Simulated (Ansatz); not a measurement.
# Point defects in CdTe

Start from an 8-atom supercell of CdTe in the zinc blende structure (space group F-43m, No. 216; a = 6.5576 Å) at its relaxed geometry.

One neutral defect a cell, atoms relaxed at fixed cell.

Level of theory: r2SCAN (Ansatz, a program for electronic structure, PAW, no spin-orbit coupling).

```csv
case,largest displacement of a host atom from its site in the perfect cell,pressure
perfect supercell,–,0.0 GPa
Si on a Te site,0.16 Å,-2.0 GPa
Cd interstitial (started 2.84 Å from the nearest host atom),0.12 Å,4.8 GPa
S on a Te site,?,?
Te on a Cd site (antisite),0.39 Å,1.1 GPa
Te interstitial (started 2.68 Å from the nearest host atom),1.58 Å,5.0 GPa
```

Task: Some entries are withheld; estimate them.

Result: 
- S on a Te site, largest displacement of a host atom from its site in the perfect cell: 0.17 Å
- S on a Te site, pressure: -2.9 GPa

The magnetic state is the one reached from the starting moments; the real material's order can differ, and small cells can't hold many antiferromagnetic ones. In so small a cell the defect repeats every few ångströms: this is an ordered compound, not a dilute defect. A case with no gap was solved on a k-mesh chosen for an insulator, which is coarse for it. Starting moments died away, wholly or in part, for Cd interstitial (started 2.84 Å from the nearest host atom), S on a Te site, Te on a Cd site (antisite) and Te interstitial (started 2.68 Å from the nearest host atom); another magnetic solution may exist.
